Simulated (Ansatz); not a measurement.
Ansatz (a program for electronic structure) run on RbBi2 (R3m, 6 atoms in the cell): self-consistent single point.

Method: PBEsol, harder PAW files (source: ansatz) made with PBE (plane waves; Ansatz).

The change in words: lattice scaled by 0.98; basis.ecutwfc: 30.9 Ry → 31.2 Ry; hamiltonian.pseudopotentials: {kind: paw} (the program's default PAW files) → {kind: paw, source: ansatz}. Reference geometry:
```
CELL_PARAMETERS angstrom
      0.00000     4.78699     4.78699
      4.78699     0.00000     4.78699
      4.78699     4.78699     0.00000
ATOMIC_POSITIONS crystal
  Rb 0.50301 0.50301 0.50301
  Rb 0.75000 0.75000 0.75000
  Bi 0.62500 0.12500 0.12500
  Bi 0.12500 0.12500 0.62500
  Bi 0.12500 0.62500 0.12500
  Bi 0.12500 0.12500 0.12500
```

Reference input (self-consistent single point, DFT, PBEsol, plane waves, default PAW files made with PBE): basis.ecutwfc = 30.9 Ry; kpoints.mp_grid.grid = 3 3 3; hamiltonian.xc = pbesol; hamiltonian.pseudopotentials = {kind: paw} (the program's default PAW files); scf.occupations.method = fermi_dirac; scf.occupations.width = 0.0073 Ry. This run's input differs from it in these lines:

Ansatz 0.2 input:
```diff
@@ -2,14 +2,14 @@
   lattice:
-    - [0.00000000, 4.78699100, 4.78699100]
-    - [4.78699100, 0.00000000, 4.78699100]
-    - [4.78699100, 4.78699100, 0.00000000]
+    - [0.00000000, 4.69125100, 4.69125100]
+    - [4.69125100, 0.00000000, 4.69125100]
+    - [4.69125100, 4.69125100, 0.00000000]
   atoms:
-    - { symbol: Rb, position_ang: [4.81585656, 4.81585656, 4.81585656] }
-    - { symbol: Rb, position_ang: [7.18048650, 7.18048650, 7.18048650] }
-    - { symbol: Bi, position_ang: [1.19674775, 3.59024325, 3.59024325] }
-    - { symbol: Bi, position_ang: [3.59024325, 3.59024325, 1.19674775] }
-    - { symbol: Bi, position_ang: [3.59024325, 1.19674775, 3.59024325] }
-    - { symbol: Bi, position_ang: [1.19674775, 1.19674775, 1.19674775] }
+    - { symbol: Rb, position_ang: [4.71953924, 4.71953924, 4.71953924] }
+    - { symbol: Rb, position_ang: [7.03687650, 7.03687650, 7.03687650] }
+    - { symbol: Bi, position_ang: [1.17281275, 3.51843825, 3.51843825] }
+    - { symbol: Bi, position_ang: [3.51843825, 3.51843825, 1.17281275] }
+    - { symbol: Bi, position_ang: [3.51843825, 1.17281275, 3.51843825] }
+    - { symbol: Bi, position_ang: [1.17281275, 1.17281275, 1.17281275] }
 basis:
-  ecutwfc: 30.9 Ry
+  ecutwfc: 31.2 Ry
 kpoints:
@@ -18,3 +18,3 @@
   xc: pbesol
-  pseudopotentials: { kind: paw }
+  pseudopotentials: { kind: paw, source: ansatz }
 scf:
```

The program printed (abridged):

```
SCF iter   1: F=—  HF=-70120.609568 eV  |F-HF|=—  |Δ(HF+E_count)|=         —  Δρ=2.95e-2  dr2=5.80e0  ethr=3.10e-3  ⟨swp⟩=8.5  Hψ=1626  notcnv=0
all-band conjugate gradients solve this SCF's bands
preconditioner: auto → Kerker (q_TF=auto, 2.456 Å⁻¹)
SCF iter   2: F=—  HF=-70119.474844 eV  |F-HF|=—  |Δ(HF+E_count)|=    1.13e0  Δρ=1.81e-2  dr2=2.76e0  ethr=3.10e-3  ⟨swp⟩=3.0  Hψ=551  notcnv=0  defer=1
   [... lines left out ...]
SCF iter   7: F=—  HF=-70118.455166 eV  |F-HF|=—  |Δ(HF+E_count)|=   1.46e-4  Δρ=9.32e-5  dr2=1.46e-5  ethr=1.36e-7  ⟨swp⟩=2.0  Hψ=596  notcnv=0  defer=7
SCF iter   8: F=—  HF=-70118.454936 eV  |F-HF|=—  |Δ(HF+E_count)|=   2.30e-4  Δρ=2.04e-5  dr2=1.40e-6  ethr=1.33e-8  ⟨swp⟩=2.0  Hψ=596  notcnv=0  defer=7
SCF iter   9: F=—  HF=-70118.454937 eV  |F-HF|=—  |Δ(HF+E_count)|=   1.40e-6  Δρ=9.21e-6  dr2=1.46e-7  ethr=1.27e-9  ⟨swp⟩=2.0  Hψ=633  notcnv=0  defer=7
SCF iter  10: F=-70118.454937 eV  HF=-70118.454937 eV  |F-HF|=1.72e-9  |Δ(HF+E_count)|=   3.19e-9  Δρ=1.88e-6  dr2=1.14e-8  ethr=9.09e-11  ⟨swp⟩=11.7  Hψ=1868  notcnv=0
SCF 1 converged in 10 iterations: F = -70118.454937 eV  dr2 = 1.14e-8
Free energy (F): -70118.454937 eV
Internal energy: -70118.204777 eV  (E = F + TS)
E sigma→0 (E₀):  -70118.329857 eV
Entropy (-TS):   -0.250160 eV (-41.693 meV/atom)
Fermi energy:    10.607565 eV
--- Forces (eV/Å), atoms counted from 1 ---
  atom   1  Rb    -0.04605650    -0.04605650    -0.04605650
  atom   2  Rb     0.00495914     0.00495914     0.00495914
  atom   3  Bi     0.01557653     0.01034590     0.01034590
  atom   4  Bi     0.01034590     0.01034590     0.01557653
  atom   5  Bi     0.01034590     0.01557653     0.01034590
  atom   6  Bi     0.00481721     0.00481721     0.00481721
--- Stress (GPa, compression-positive) ---
        2.022583      -0.042400      -0.042400
       -0.042400       2.022583      -0.042400
       -0.042400      -0.042400       2.022583
  P = ⅓ Tr σ = 2.0226 GPa (20.226 kbar)
  The stress holds the Pulay correction. Without it, at fixed plane waves, as pw.x and ABINIT print it: P = 1.5641 GPa
```

The run converged in 10 iterations. Against the reference run the pressure goes from -0.08 to 2.02 GPa and the largest force goes from 0.066 to 0.080 eV/Å.

The starting cell comes from a database of computed structures (which also holds hypothetical and non-ambient phases and stackings), without a prior relaxation at this level. Its lattice was rescaled by up to half a per cent. One atom was moved a little off its site on purpose. For this run, on top of that: lattice scaled by 0.98. Ansatz's pressure includes its estimate of the finite-basis (Pulay) stress. The cutoff lies below the one recommended for these files.
